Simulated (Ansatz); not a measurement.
Input and output of a self-consistent single point for LaNi2B2C (I4mm, 6 atoms in the cell) (Ansatz, a first-principles code).

Level of theory: PBEsol, harder PAW files (source: ansatz) made with PBE (plane waves; Ansatz).

The change in words: lattice scaled by 0.98; basis.ecutwfc: 420 eV → 1840 eV; hamiltonian.pseudopotentials: {kind: paw} (the program's default PAW files) → {kind: paw, source: ansatz}. Reference geometry:
```yaml
crystal:
  lattice:
    - [-1.87976, 1.87976, 4.88465]
    - [1.87976, -1.87976, 4.88465]
    - [1.87976, 1.87976, -4.88465]
  atoms:
    - { symbol: La, position: [0.00512, 0.00512, 0.00000] }
    - { symbol: Ni, position: [0.75000, 0.25000, 0.50000] }
    - { symbol: Ni, position: [0.25000, 0.75000, 0.50000] }
    - { symbol: B, position: [0.34813, 0.34813, 0.00000] }
    - { symbol: B, position: [0.65187, 0.65187, 0.00000] }
    - { symbol: C, position: [0.50000, 0.50000, 0.00000] }
```

Reference input (self-consistent single point, DFT, PBEsol, plane waves, default PAW files made with PBE): basis.ecutwfc = 420 eV; kpoints.mp_grid.grid = 8 8 8; hamiltonian.xc = pbesol; hamiltonian.pseudopotentials = {kind: paw} (the program's default PAW files); scf.occupations.method = fermi_dirac; scf.occupations.width = 0.1 eV. This run's input differs from it in these lines:

Ansatz 0.2 input:
```diff
@@ -2,5 +2,5 @@
   lattice:
-    - [-1.87975900, 1.87975900, 4.88464900]
-    - [1.87975900, -1.87975900, 4.88464900]
-    - [1.87975900, 1.87975900, -4.88464900]
+    - [-1.84216400, 1.84216400, 4.78695600]
+    - [1.84216400, -1.84216400, 4.78695600]
+    - [1.84216400, 1.84216400, -4.78695600]
   atoms:
@@ -13,3 +13,3 @@
 basis:
-  ecutwfc: 420.0 eV
+  ecutwfc: 1840.0 eV
 kpoints:
@@ -21,2 +21,3 @@
     kind: paw
+    source: ansatz
 scf:
```

Output, abridged:

```
SCF iter   1: F=—  HF=-18354.685126 eV  |F-HF|=—  |Δ(HF+E_count)|=         —  Δρ=1.46e-1  dr2=1.53e1  ethr=3.10e-3  ⟨swp⟩=6.3  Hψ=9400  notcnv=0
all-band conjugate gradients solve this SCF's bands
preconditioner: auto → Kerker (q_TF=auto, 2.669 Å⁻¹)
SCF iter   2: F=—  HF=-18353.087480 eV  |F-HF|=—  |Δ(HF+E_count)|=    1.60e0  Δρ=3.94e-2  dr2=1.42e0  ethr=3.10e-3  ⟨swp⟩=3.3  Hψ=4223  notcnv=0
   [... lines left out ...]
SCF iter   6: F=—  HF=-18352.762797 eV  |F-HF|=—  |Δ(HF+E_count)|=   6.26e-5  Δρ=2.30e-4  dr2=2.55e-5  ethr=8.38e-7  ⟨swp⟩=2.2  Hψ=3287  notcnv=0
SCF iter   7: F=—  HF=-18352.762647 eV  |F-HF|=—  |Δ(HF+E_count)|=   1.50e-4  Δρ=6.37e-5  dr2=2.33e-6  ethr=4.47e-8  ⟨swp⟩=2.3  Hψ=3397  notcnv=0
SCF iter   8: F=—  HF=-18352.762647 eV  |F-HF|=—  |Δ(HF+E_count)|=   2.87e-7  Δρ=1.13e-5  dr2=1.07e-7  ethr=4.09e-9  ⟨swp⟩=2.4  Hψ=3313  notcnv=0
SCF iter   9: F=-18352.762647 eV  HF=-18352.762647 eV  |F-HF|=2.56e-9  |Δ(HF+E_count)|=   1.68e-8  Δρ=2.37e-6  dr2=4.81e-9  ethr=1.75e-10  ⟨swp⟩=10.7  Hψ=10480  notcnv=0
SCF 1 converged in 9 iterations: F = -18352.762647 eV  dr2 = 4.81e-9
Free energy (F): -18352.762647 eV
Internal energy: -18352.685916 eV  (E = F + TS)
E sigma→0 (E₀):  -18352.724281 eV
Entropy (-TS):   -0.076731 eV (-12.789 meV/atom)
Fermi energy:    15.949311 eV
--- Forces (eV/Å), atoms counted from 1 ---
  atom   1  La     0.00000000    -0.00000000    -0.40148128
  atom   2  Ni     0.00000000    -0.00000000     0.18858960
  atom   3  Ni    -0.00000000     0.00000000     0.18858960
  atom   4  B     -0.00000000     0.00000000    -0.74146089
  atom   5  B      0.00000000     0.00000000     0.83011203
  atom   6  C      0.00000000    -0.00000000    -0.06435833
--- Stress (GPa, compression-positive) ---
        9.482864       0.000000       0.000000
        0.000000       9.482864       0.000000
        0.000000       0.000000      14.191155
  P = ⅓ Tr σ = 11.0523 GPa (110.523 kbar)
  The stress holds the Pulay correction. Without it, at fixed plane waves, as pw.x and ABINIT print it: P = 11.0503 GPa
```

The run converged in 9 iterations. Against the reference run the pressure goes from -1.49 to 11.05 GPa and the largest force goes from 0.317 to 0.830 eV/Å.

The starting cell comes from a database of computed structures (which also holds hypothetical and non-ambient phases and stackings), without a prior relaxation at this level. Its lattice was rescaled by up to half a per cent. One atom was moved a little off its site on purpose. For this run, on top of that: lattice scaled by 0.98. Spin polarisation is off. Ansatz's pressure includes its estimate of the finite-basis (Pulay) stress.

Cost on one core of a shared machine: roughly 2 min.
